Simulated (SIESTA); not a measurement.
SIESTA run on Si (P1, 4 atoms in the cell): relaxation of cell and atoms.

Computed with SIESTA with LDA PW92, numerical atomic orbitals DZP, PseudoDojo LDA standard norm-conserving potentials (rewritten from UPF to PSML).

```
Si
1.0
    3.83132     0.00000     0.00000
   -1.91566     3.31802     0.00000
    0.00000     0.00000     6.33262
Si
4
Direct
  0.32960   0.66628   0.06911
  0.66692   0.32876   0.93630
  0.65714   0.32969   0.56058
  0.34633   0.67527   0.43400
```

Reference input (self-consistent single point, DFT, LDA PW92, numerical atomic orbitals DZP, PseudoDojo LDA standard norm-conserving potentials (rewritten from UPF to PSML)): XC.functional = LDA; XC.authors = PW92; potentials = PseudoDojo LDA standard; PAO.BasisSize = DZP; PAO.EnergyShift = 0.005 Ry; MeshCutoff = 350 Ry; kgrid.MonkhorstPack = 7 7 4; OccupationFunction = FD; ElectronicTemperature = 116.05 K; MaxSCFIterations = 150; SCF.Mixer.Method = Pulay; SCF.Mixer.Weight = 0.2. This run's input differs from it in these lines:

```diff
@@ -42,2 +42,7 @@
 Diag.ParallelOverK           true
+MD.TypeOfRun                 FIRE
+MD.Steps                     40
+MD.MaxForceTol               0.02 eV/Ang
+MD.VariableCell              true
+MD.MaxStressTol              0.05 GPa
 WriteForces                  true
```

The program printed (abridged):

```
        iscf     Eharris(eV)        E_KS(eV)     FreeEng(eV)     dDmax    Ef(eV) dHmax(eV)
   scf:    1     -458.581364     -463.337068     -463.337068  1.664396 -4.955879  0.561619
   scf:    2     -463.375910     -463.357104     -463.357104  0.014407 -4.895378  0.372968
   scf:    3     -463.397091     -463.378968     -463.378968  0.033785 -4.761610  0.096791
   scf:    4     -463.380908     -463.380086     -463.380088  0.008378 -4.728390  0.010223
   scf:    5     -463.380150     -463.380121     -463.380124  0.000666 -4.727177  0.003302
   scf:    6     -463.380139     -463.380131     -463.380134  0.000885 -4.727541  0.001624
   scf:    7     -463.380131     -463.380131     -463.380134  0.000152 -4.727154  0.002299
   scf:    8     -463.380133     -463.380132     -463.380135  0.000256 -4.727292  0.000074
   scf:    9     -463.380132     -463.380132     -463.380135  0.000006 -4.727276  0.000055
SCF Convergence by DM+H criterion
max |DM_out - DM_in|         :     0.0000055400
max |H_out - H_in|      (eV) :     0.0000549878
SCF cycle converged after 9 iterations

Using DM_out to compute the final energy and forces

siesta: E_KS(eV) =             -463.3801

siesta: E_KS - E_eggbox =      -463.3801

siesta: Atomic forces (eV/Ang):
     1    0.292259   -0.144351   -0.814481
   [... lines left out ...]
siesta: Pressure (static):        -10.67212845  kBar
siesta: Pressure (total):        -10.67212845  kBar
No target stress found, assuming hydrostatic MD.TargetPressure.
Target stress (kBar)
outcell: Cell volume (Ang**3)        :     79.3876
        iscf     Eharris(eV)        E_KS(eV)     FreeEng(eV)     dDmax    Ef(eV) dHmax(eV)
siesta: Pressure (static):          0.91276877  kBar
siesta: Pressure (total):          0.91276877  kBar
   [... lines left out ...]
outcell: Cell angles (23,13,12) (deg):     89.9886     89.9619    120.0021
outcell: Cell volume (Ang**3)        :     79.3876

siesta: Program's energy decomposition (eV):
siesta: FreeEng =      -463.444850

siesta: Stress tensor (static) (eV/Ang**3):
siesta:    -0.000744   -0.000116    0.000174
siesta:    -0.000116   -0.000400    0.000150
siesta:     0.000174    0.000150   -0.000565

siesta: Constrained stress tensor (static) (eV/Ang**3):
siesta:    -0.000744   -0.000116    0.000174
siesta:    -0.000116   -0.000400    0.000150
siesta:     0.000174    0.000150   -0.000565

siesta: Cell volume =         79.387581 Ang**3

siesta: Pressure (static):
siesta:                Solid            Molecule  Units
siesta:           0.00000620          0.00000551  Ry/Bohr**3
siesta:           0.00056971          0.00050590  eV/Ang**3
siesta:           0.91276877          0.81054348  kBar
```

The relaxation ended unconverged. 

The starting cell comes from a database of computed structures (which also holds hypothetical and non-ambient phases and stackings), without a prior relaxation at this level. Its atoms were displaced at random from the sites of space group no. 194. Values carry the incompleteness of an atom-centred basis.

Cost on one core of a shared machine: roughly 20 min.
